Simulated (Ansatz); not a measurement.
TaN (model structure, started from the NbAs type, I4₁md, No. 109, 4 atoms in the cell)

These are r²SCAN+rVV10 (Ansatz, a first-principles code, plane waves, PAW) values and carry that method's errors.

Run with plane-wave cutoff 560 eV, 18×18×18 k mesh, Fermi–Dirac smearing 0.01 eV, scalar-relativistic PAW data made under PBE.

Cell (relaxed at this level):

```
CELL_PARAMETERS angstrom
     -1.44808     1.44808     5.10811
      1.44808    -1.44808     5.10811
      1.44808     1.44808    -5.10811
ATOMIC_POSITIONS crystal
  Ta 0.49878 0.49878 0.00000
  Ta 0.24878 0.74878 0.50000
  N  0.91722 0.91722 0.00000
  N  0.66722 0.16722 0.50000
```

For TaN (model structure, started from the NbAs type, I4₁md, No. 109, 4 atoms in the cell), the band gap comes out as 0.75 eV, the smallest direct gap on the k points sampled comes out as 1.08 eV and the direct gap at Γ is 5.19 eV.

Note: the relaxation could raise the start's symmetry but not lower it, so the cell can be a saddle point.

Spin–orbit coupling is not included.

Computing time: around 70 core-seconds (rough).

A model structure was made by putting elements into a prototype or built by hand; it is no filed structure, need not be a known phase, and can be a saddle point held by its symmetry.
